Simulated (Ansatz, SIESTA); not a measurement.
An Ansatz (an electronic-structure program) input for a self-consistent single point of As (R-3m, 2 atoms in the cell) (DFT, PBEsol, plane waves, default PAW files made with PBE):

Ansatz 0.2 input:
```yaml
crystal:
  lattice:
    - [1.850375, 1.068315, 3.650995]
    - [-1.850375, 1.068315, 3.650995]
    - [0.000000, -2.136629, 3.650995]
  atoms:
    - { symbol: As, position: [0.224430, 0.224430, 0.224430] }
    - { symbol: As, position: [0.775570, 0.775570, 0.775570] }
kpoints:
  mp_grid:
    grid: [9, 9, 9]
hamiltonian:
  xc: pbesol
  pseudopotentials:
    kind: paw
scf:
  occupations:
    method: fermi_dirac
    width: 0.0073 Ry
output:
  forces: true
  eigenvalues: true
  stress: true
```

Translate this input to SIESTA.

This is the input that was run; spellings and numerical settings could be chosen otherwise.

```
# files in the folder: As.psml (PseudoDojo PBEsol standard)
SystemName  As
SystemLabel siesta

NumberOfAtoms                2
NumberOfSpecies              1
%block ChemicalSpeciesLabel
  1 33 As
%endblock ChemicalSpeciesLabel
LatticeConstant              1.0 Ang
%block LatticeVectors
     1.850375000    1.068315000    3.650995000
    -1.850375000    1.068315000    3.650995000
     0.000000000   -2.136629000    3.650995000
%endblock LatticeVectors
AtomicCoordinatesFormat      Ang
%block AtomicCoordinatesAndAtomicSpecies
    -0.000000000    0.000000224    2.458178424  1
     0.000000000    0.000000776    8.494806576  1
%endblock AtomicCoordinatesAndAtomicSpecies

XC.functional                GGA
XC.authors                   PBEsol
PAO.BasisSize                DZP
PAO.EnergyShift              0.01 Ry
MeshCutoff                   400 Ry
%block kgrid.MonkhorstPack
    9   0   0  0.0
    0   9   0  0.0
    0   0   9  0.0
%endblock kgrid.MonkhorstPack
OccupationFunction           FD
ElectronicTemperature        1160.45 K

MaxSCFIterations             150
SCF.Mixer.Method             Pulay
SCF.Mixer.Weight             0.25
SCF.Mixer.History            6
SCF.DM.Tolerance             1.0E-05
Diag.ParallelOverK           true
WriteForces                  true
```

Basis, cutoffs, solver keys and any potentials are the target program's own. This input uses DFT, GGA PBEsol, numerical atomic orbitals DZP, PseudoDojo PBEsol standard norm-conserving potentials (rewritten from UPF to PSML). The width in Ry is rounded to four decimals.

The starting cell comes from a database of computed structures (which also holds hypothetical and non-ambient phases and stackings), without a prior relaxation at this level. Its lattice was rescaled by a random factor within 2.5 % of one.
